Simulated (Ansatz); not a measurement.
Cost and result by functional for the surface energy of the (322) surface of bcc W in its 1x1 cell, outermost plane spacing 0.39 Å in the ideal cut, in Ansatz (plane waves, PAW). Single points on the PBE structure, on one kind of machine; costs are rough ratios of the slab run's core time (references not counted) to the cheapest single point. r2SCAN's cost holds its higher cutoff (500 against 420 eV). Differences are taken against r2SCAN for comparison alone: no measured value is at hand, so the table doesn't rank accuracy.

Slab: 28 atoms, 10.4 Å thick at the start (thin: gaps and levels are the slab's own); k 9x4x1, smearing 0.1 eV, dipole-corrected; all atoms relaxed; held to the part of the start's symmetry that mesh and held atoms allow; no spin, no spin-orbit, no U. These notes are the PBE run's.

```
functional                     relative cost  surface energy (J/m²)  less r2SCAN (J/m²)
-----------------------------  -------------  ---------------------  ------------------
LDA                                        1                   3.93                0.08
RPBE                                       1                   3.39               -0.46
PBEsol                                     1                   3.88                0.03
r2SCAN                                     2                   3.85                0.00
PBE (the relaxed run's value)              –                   3.56               -0.29
```

The values span 0.54 J/m², while the single points' costs differ by a factor of roughly 2. Differences are of unrounded values.

Ansatz is a quantum-chemistry and plane-wave program.
